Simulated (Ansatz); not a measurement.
System: cubic perovskite CsHgBr₃ (idealised or unconfirmed structure). Method: LDA (Ansatz, an electronic-structure program, PAW).

Run with plane-wave cutoff 500 eV, 8×8×8 k mesh, Fermi–Dirac smearing 0.05 eV, scalar-relativistic PAW data made under PBE.

Computed at the level's own relaxed cell.

Problem. Estimate the equilibrium volume per atom and lattice constant a that the calculation returns.

Solution. 
equilibrium volume per atom: 32.20 Å³/atom
lattice constant a: 5.440 Å

The run finds no gap.

Note: the relaxation could not lower the start's symmetry, so the cell can be a saddle point above a distorted one.

Spin–orbit coupling is not included; it can shift volumes and moduli of such heavy elements.

Cost on a shared machine: around 80 core-seconds (rough).
